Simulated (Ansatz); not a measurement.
We consider AlB2-type MgB₂, described by BLYP (Ansatz, a program for electronic structure, PAW).

Settings: plane-wave cutoff 520 eV, 24×24×18 k mesh (along the axes of the cell as run), Fermi–Dirac smearing 0.08 eV (set by the program), scalar-relativistic PAW data made under PBE.

Computed at the level's own relaxed cell.

Elastic tensor (GPa, Voigt notation, ions relaxed):

```
  417.7    52.1    25.7     0.0     0.0     0.0
   52.1   417.7    25.7     0.0     0.0     0.0
   25.7    25.7   266.3     0.0     0.0     0.0
    0.0     0.0     0.0    58.9     0.0     0.0
    0.0     0.0     0.0     0.0    58.9     0.0
    0.0     0.0     0.0     0.0     0.0   182.8
```

Problem. Work out the Voigt, Reuss and Hill averages of the bulk and shear moduli, Young's modulus and Poisson's ratio from the printed constants.

Solution. K_V = [C11 + C22 + C33 + 2(C12 + C13 + C23)]/9 = [1101.7 + 2 × 103.5]/9 = 145.4 GPa. G_V = [1101.7 − 103.5 + 3 × 300.6]/15 = 126.7 GPa. From the compliances S = C⁻¹, K_R = 137.6 and G_R = 96.3 GPa. Hill means: K = 141.5, G = 111.5 GPa. E = 9KG/(3K + G) = 265 GPa, ν = (3K − 2G)/(6K + 2G) = 0.19, K/G = 1.27.
